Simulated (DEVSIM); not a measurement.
System: abrupt Ge p-n junction, at 300 K.

Layer 1 from the left is Ge, thickness (μm) 0.340, Na (cm⁻³) 1.5e18, τn (s) 5.1e-7, τp (s) 5.1e-7. Layer 2 from the left is Ge, thickness (μm) 0.980, Nd (cm⁻³) 2.7e17, τn (s) 5.1e-7, τp (s) 5.1e-7.

Left contact: ohmic. Right contact: ohmic. Voltage is applied to the left contact. Recombination: SRH at mid-gap, radiative, Auger. Mobility is constant in doping.

This is a model device: material constants are rounded textbook-type values typed into the input, and sizes, dopings and lifetimes were drawn at random. Values at 300 K.

Ge: gap (eV) 0.664, affinity (eV) 4, permittivity 16, Nc (cm⁻³) 1.04e19, Nv (cm⁻³) 6e18, μn (cm²/Vs) 3900, μp (cm²/Vs) 1900, B (cm³/s) 6.4e-14, Cn (cm⁶/s) 1e-31, Cp (cm⁶/s) 1e-31.

Question: Estimate by hand the built-in potential, the peak field at zero bias, and compare with a numerical solution.

Answer: 
- Built-in potential: ni = √(Nc Nv) exp(−Eg/2kT) = 2.09e13 cm⁻³ with Eg = 0.664 eV; Vbi = kT/q ln(Na Nd/ni²) = 0.534 V; numerical 0.534 V.
- Peak field at zero bias: depletion approximation: W = √(2εVbi/(qN)) = 0.0642 μm with N = 2.29e17 cm⁻³; field = 2Vbi/W = 166000 V/cm; numerical 159000 V/cm (estimate above by 4.8 %).

Model (solved in DEVSIM): 1D drift-diffusion, Boltzmann statistics, complete ionisation; no tunnelling, impact ionisation, image-force lowering or self-heating.
